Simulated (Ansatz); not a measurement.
The starting structures come from a database of crystals and need not be the phases stable at ambient conditions.

 Where the default PAW files enter, the runs use the earlier of Ansatz's two default sets.

By PBEsol, the system below comes out a metal.

Given:

```xyz
12
Lattice="4.7563 0.0000 0.0000 0.0000 6.1110 0.0000 0.0000 0.0000 5.2373" Properties=species:S:1:pos:R:3 pbc="T T T"
W      3.5920     5.3558     0.4252
W      1.1643     0.7552     4.8120
W      3.5425     3.8107     3.0438
W      1.2138     2.3003     2.1934
W      1.2138     3.8107     4.8120
W      3.5425     2.3003     0.4252
W      1.1643     5.3558     2.1934
W      3.5920     0.7552     3.0438
C      2.3782     5.3670     3.9279
C      2.3782     0.7440     1.3093
C      0.0000     3.7995     1.3093
C      0.0000     2.3115     3.9279
```

Space group of this cell: Pbcn. The cell is taken as given; by PBEsol its mean pressure is -10.3 GPa.

The current flows along the normal of the first two printed cell vectors. No spin-orbit coupling; the value is a mean over 0.1 eV about the Fermi level.

Task: State the ballistic conductance per area according to PBEsol in Ansatz (a first-principles code).

Result: 0.73 × 10¹⁵ S/m² for both spins.
